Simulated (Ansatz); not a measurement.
## Effect of isotropic strain −0.69 % on HfO2

Start from HfO$_{2}$ in the fluorite structure (space group Fm-3m, No. 225; a = 5.098 Å).

Modification: an isotropic linear strain of −0.69 %; the atoms relax in the strained cell.

Calculations: PBE (Ansatz, a first-principles code; PAW; 420 eV plane waves; scalar-relativistic without spin-orbit coupling), earlier PAW set. Settings: 11×11×11 k-points, 0.05 eV Fermi–Dirac smearing.

```tsv
quantity	base	changed	shift
volume per atom	11.04 Å³	10.82 Å³	-0.227 Å³
space group	Fm-3m (No. 225)	Fm-3m (No. 225)	–
shortest interatomic distance	2.208 Å	2.192 Å	-0.0152 Å
energy relative to the base (free energy F)	0 meV/atom	+3.7 meV/atom	+3.7 meV/atom
pressure	0.0 kbar	53.4 kbar	+53.4 kbar
band gap	3.75 eV	3.80 eV	+0.05 eV
gap character	direct at X	direct at X	–
mean gap deformation potential ΔEg/Δln V	–	-2.5 eV	–
width of the top valence band	1.82 eV	1.84 eV	+0.02 eV
electron mass	1.2 mₑ along k, 0.74 mₑ across (at X)	1.2 mₑ along k, 0.73 mₑ across (at X)	–
```

Final structure:

```
HfO2
1.0
    0.00000     2.53147     2.53147
    2.53147     0.00000     2.53147
    2.53147     2.53147     0.00000
Hf O
1 2
Direct
  0.00000   0.00000   0.00000
  0.25000   0.25000   0.25000
  0.75000   0.75000   0.75000
```

Spin-orbit coupling, missing from the scalar runs, can matter with Hf. Effective masses come from finite differences of ±0.01 Å⁻¹. Along k means along the line from Γ to the band edge. Whether these cells are dynamically stable was not tested. This is not the structure that HfO2 has at room temperature and ambient pressure.
